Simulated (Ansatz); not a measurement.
## PbTe: pressure series

Consider PbTe in the rock salt structure (space group Fm-3m, No. 225; a = 6.569 Å).

Cell and atoms are relaxed at each pressure.

Level of theory: Ansatz (a first-principles code) PBE, no spin-orbit coupling, earlier PAW set.

```tsv
variant	electron mass	band gap	lattice parameter a
base	0.31 mₑ along k, 0.11 mₑ across (at L)	0.83 eV	6.569 Å
pressure −2 GPa	0.33 mₑ along k, 0.11 mₑ across (at L)	0.93 eV	6.701 Å
pressure −1 GPa	0.32 mₑ along k, 0.11 mₑ across (at L)	0.88 eV	6.631 Å
pressure 0.3 GPa	0.30 mₑ along k, 0.11 mₑ across (at L)	0.82 eV	6.553 Å
pressure 0.7 GPa	0.30 mₑ along k, 0.11 mₑ across (at L)	0.80 eV	6.532 Å
pressure 1.5 GPa	0.29 mₑ along k, 0.10 mₑ across (at L)	0.77 eV	6.492 Å
pressure 3 GPa	0.27 mₑ along k, 0.10 mₑ across (at L)	0.70 eV	6.425 Å
pressure 5 GPa	0.25 mₑ along k, 0.10 mₑ across (at L)	0.61 eV	6.348 Å
pressure 7.5 GPa	0.22 mₑ along k, 0.099 mₑ across (at L)	0.51 eV	6.267 Å
pressure 10 GPa	0.19 mₑ along k, 0.098 mₑ across (at L)	0.42 eV	6.197 Å
```

With Pb and Te present, leaving out spin-orbit coupling can change the band edges. Load acts through the strain it causes; cell and atoms are relaxed under it. Masses are band curvatures over ±0.01 Å⁻¹ around the edge. Along k means along the line from Γ to the band edge. Whether these cells are dynamically stable was not tested. No other phases were tried under pressure.
